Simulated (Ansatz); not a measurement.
Li3OBr (Pm-3m), PBEsol, rigid bands in Ansatz (a program for electronic structure): N_c = 2.42e19 cm⁻³ at 300 K and an electron conductivity mass of 0.403 mₑ.

**Question.** For 1e16 electrons per cm³ at 300 K, place the Fermi level, estimate the Seebeck coefficient of a parabolic band with constant τ, and give mobility and conductivity for τ = 10 fs.

**Answer.** The level lies k_BT ln(N_c/n) = 0.201 eV below the conduction-band minimum. S ≈ −(k_B/e)[ln(N_c/n) + 5/2] = -887 μV/K, against -889 μV/K from the full bands (mean over directions). μ = eτ/m = 43.6 cm²/(V·s) and σ = neμ = 0.0699 S/cm. τ is assumed, not computed.

Band transport and this doping are assumed; polarons and phonon drag are left out. Spin-orbit coupling is left out.

Computed structure with no diffraction record at hand here (it may be known, metastable or hypothetical): Li3OBr (Pm-3m).
